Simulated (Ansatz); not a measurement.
Base system: TaGe$_{2}$ in the fluorite structure (space group Fm-3m, No. 225; a = 6.1896 Å; a hypothetical phase, not in the database extracts checked).

Perturbation: W takes the place of Ta on all its sites; the structure is relaxed again.

Levels (all Ansatz, a program for electronic structure, PAW, earlier PAW set): PBEsol (420 eV, scalar-relativistic without spin-orbit coupling); PBEsol+SOC (420 eV, spin-orbit coupling included).

The geometry is relaxed with PBEsol.

- PBEsol pressure = 0.0 GPa

With PBEsol+SOC at the same geometry, the pressure goes from zero to 0.4 GPa.

Single points use the geometry relaxed with PBEsol. The spin-orbit shifts are approximate. Whether these cells are dynamically stable was not tested. As relaxed here, WGe2 is a hypothetical phase, not in the database extracts checked. The runs without spin-orbit coupling are not spin-polarised. An odd electron count without spin: TaGe2. WGe2 and TaGe2 have a high density of states at the Fermi level and may be magnetic at this level.
